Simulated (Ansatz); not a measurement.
The reference is GaN in the zinc blende structure (space group F-43m, No. 216).

```xyz
2
Lattice="0.0000 2.2490 2.2490 2.2490 0.0000 2.2490 2.2490 2.2490 0.0000" Properties=species:S:1:pos:R:3 pbc="T T T"
Ga     0.0000     0.0000     0.0000
N      1.1245     1.1245     1.1245
```

Level of theory: PBEsol (Ansatz, an electronic-structure program; PAW; 420 eV plane waves; no spin-orbit coupling).

For the base:

| Property | Result |
|---|---|
| Electron mass | 0.15 mₑ (at Γ) |
| Hole mass | 0.16, 0.86, 0.86 mₑ (at Γ) |
| Width of the top valence band | 3.72 eV |

It is then changed as follows: cell and atoms relaxed at a pressure of 30 GPa.

### Question
How does this affect the electron mass, hole mass and width of the top valence band?

### Answer
The electron mass changes from 0.15 mₑ (at Γ) to 0.21 mₑ (at Γ); the hole mass (degenerate bands, along [100]) becomes 0.26, 1.1, 1.1 mₑ (at Γ) (base: 0.16, 0.86, 0.86 mₑ (at Γ)); the width of the top valence band rises by 0.62 eV (3.72 eV → 4.34 eV).

The levels and masses belong to the bands next to the band gap. Load acts through the strain it causes; cell and atoms are relaxed under it. Effective masses come from finite differences of ±0.01 Å⁻¹. Stability against distortions was not tested. Tetrahedral semiconductors of this kind turn to denser phases somewhere between about 1 and 50 GPa; those were not computed, so compressed cells here can lie past the real transition. This is not the structure that GaN has at room temperature and ambient pressure.
